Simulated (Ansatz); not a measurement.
The starting structures come from a database of crystals and need not be the phases stable at ambient conditions.

 Where the default PAW files enter, the runs use the earlier of Ansatz's two default sets.

Crystal: BaTe (Fm-3m, rock salt, not sure to be the ambient phase, 2 atoms a cell, 44.5 Å³ an atom); planes in its conventional cell.

Level of theory: r2SCAN (plane waves, PAW; Ansatz, an electronic-structure program).

The gap is the functional's own, uncorrected, and κ follows it; spin-orbit coupling is left out. Mid-gap values are interpolated between the computed energies.

| plane | area of the cell (Å²) | mid-gap κ (1/Å) | largest κ in the gap (1/Å) |
|---|---|---|---|
| (111) | 21.8 | 0.21 | 0.22 |
| (110) | 35.5 | … | … |
| (001) | 25.1 | … | … |

Task: The slowest decay depends on the direction. Supply the withheld values.

Result: 
- (110), mid-gap κ (1/Å): 0.19
- (110), largest κ in the gap (1/Å): 0.20
- (001), mid-gap κ (1/Å): 0.17
- (001), largest κ in the gap (1/Å): 0.18
